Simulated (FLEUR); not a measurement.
Worked example: self-consistent single point of Al2Cu (I4/mcm, 6 atoms in the cell) in FLEUR.

Method of the run: LDA (Perdew-Zunger), all-electron FLAPW (FLEUR), scalar-relativistic valence in FLEUR.

```xyz
6
Lattice="-2.9989 2.9989 2.3927 2.9989 -2.9989 2.3927 2.9989 2.9989 -2.3927" Properties=species:S:1:pos:R:3 pbc="T T T"
Al     0.9513     2.0476     2.3927
Al     2.0476     0.9513     0.0000
Al     0.9513     3.9502     0.0000
Al     2.0476    -0.9513     2.3927
Cu     0.0000     0.0000     1.1964
Cu     0.0000     0.0000     3.5891
```

Reference input (self-consistent single point, DFT, PBE, all-electron FLAPW (FLEUR), scalar-relativistic valence): Kmax = 4.2 1/bohr; GmaxXC = 14.7 1/bohr; xcFunctional = pbe; jspins = 1; l_soc = F; mode = gauss; fermiSmearingEnergy = 0.00999582 Htr; mesh (inpgen div1-3) = 6 6 6; inpgen gamma flag = true; Gmax = 14.7 1/bohr; numbands = 0; maxIterBroyd = 15. This run's input differs from it in these lines:

```diff
@@ -18,2 +18,3 @@
 &comp jspins=1 /
+&exco xctyp='pz' /
 &kpt div1=6 div2=6 div3=6 gamma=t /
@@ -30,3 +31,3 @@
       <coreElectrons ctail="T" frcor="F" kcrel="0" coretail_lmax="0"/>
-      <xcFunctional name="pbe" relativisticCorrections="F"/>
+      <xcFunctional name="pz" relativisticCorrections="F"/>
       <magnetism jspins="1"/>
```

The program printed (abridged):

```
 Iteration:     1   Distance:      38.14871923 me/bohr^3
 Iteration:     2   Distance:      19.94575147 me/bohr^3
 Iteration:     3   Distance:       7.22700875 me/bohr^3
 Iteration:     4   Distance:       6.03566613 me/bohr^3
 Iteration:     5   Distance:       1.62766714 me/bohr^3
   [... 10 lines left out ...]
 Iteration:    16   Distance:       0.00012058 me/bohr^3
 Iteration:    17   Distance:       0.00002694 me/bohr^3
 Iteration:    18   Distance:       0.00001567 me/bohr^3
 Iteration:    19   Distance:       0.00000346 me/bohr^3
 Reset of history
 Run finished successfully
 Stop message:
   Structural relaxation: new displacements generated

[file out, last iteration]
             iter=     20
[...]
          total density-effective poten   -6.7341200181E+03
          total charge density-energy d   -2.0091411556E+02
 Updated energy parameters for spin:           1
[...]
 fermi energy and band-weighting factors:
    0.500875    0.525031    0.537379

[...]
FERMIE:
          first approx. to ef    (T=0)  :   0.306424 htr   (energy of the highest occ. eigenvalue)
          number of occ. states  (T=0)  :        512
          first approx. to seigv (T=0)  :   5.062826 htr
          sum of weights of occ. states :  17.013889
          sum of semicore charge        :   0.000000 e
          fermi energy=   0.30699 har   work function=  -8.35364 ev
   [... lines left out ...]
          total moment                 =     0.00000
 Direct bandgap for spin            1 :    5.1612155570086582E-003  Htr
 ---->    free energy=                     -4272.6826530530 htr
   [... lines left out ...]
      extrapolation for T->0
 ---->    total electron energy=           -4272.6826530530 htr
 ***** TOTAL FORCES ON ATOMS *****
 TOTAL FORCE FOR ATOM TYPE=  1  X=  1.798   Y=  3.869   Z= -4.522
                       FX_TOT= 0.000890 FY_TOT=-0.000890 FZ_TOT= 0.000000
 TOTAL FORCE FOR ATOM TYPE=  2  X=  0.000   Y=  0.000   Z=  2.261
                       FX_TOT= 0.000000 FY_TOT= 0.000000 FZ_TOT= 0.000000
```

The run converged in 19 iterations. FLEUR gives forces in its relaxation mode, with a further iteration, so its stop message speaks of a relaxation. Against the reference run the largest force goes from 0.039 to 0.065 eV/Å.

The starting cell comes from a database of computed structures (which also holds hypothetical and non-ambient phases and stackings), without a prior relaxation at this level. Spin polarisation is off. Values depend on the basis (sphere radii, cutoffs, local orbitals), which need not be converged. The log's line on a gap gives a spacing of levels on this mesh, which the program prints for metals too.

Cost on one core of a shared machine: roughly 4 min.
